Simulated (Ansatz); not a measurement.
```
CELL_PARAMETERS angstrom
      2.56719     1.48217     4.60837
     -2.56719     1.48217     4.60837
      0.00000    -2.96434     4.60837
ATOMIC_POSITIONS crystal
  Li 0.28077 0.28077 0.28077
  Li 0.78077 0.78077 0.78077
  Nb 0.99840 0.99840 0.99840
  Nb 0.49840 0.49840 0.49840
  O  0.71862 0.10932 0.35999
  O  0.35999 0.71862 0.10932
  O  0.10932 0.35999 0.71862
  O  0.60932 0.21862 0.85999
  O  0.21862 0.85999 0.60932
  O  0.85999 0.60932 0.21862
```

Task: Give the diagonal Born effective charges atom by atom and the electronic dielectric tensor from linear response, Ansatz (a quantum-chemistry and plane-wave program), PBEsol functional, plane-wave PAW.

Result: 
```tsv
atom	Z*xx	Z*yy	Z*zz
Li1	1.20	1.20	1.03
Li2	1.20	1.20	1.03
Nb3	7.26	7.26	6.72
Nb4	7.26	7.26	6.72
O5	-3.20	-2.44	-2.58
O6	-3.69	-1.95	-2.58
O7	-1.58	-4.07	-2.58
O8	-3.20	-2.44	-2.58
O9	-3.69	-1.95	-2.58
O10	-1.58	-4.07	-2.58
```

ε∞ diagonal: 5.51, 5.51, 5.32. Away from Γ the polar cell without biaxial strain shows no imaginary mode on a 2×2×2 mesh.
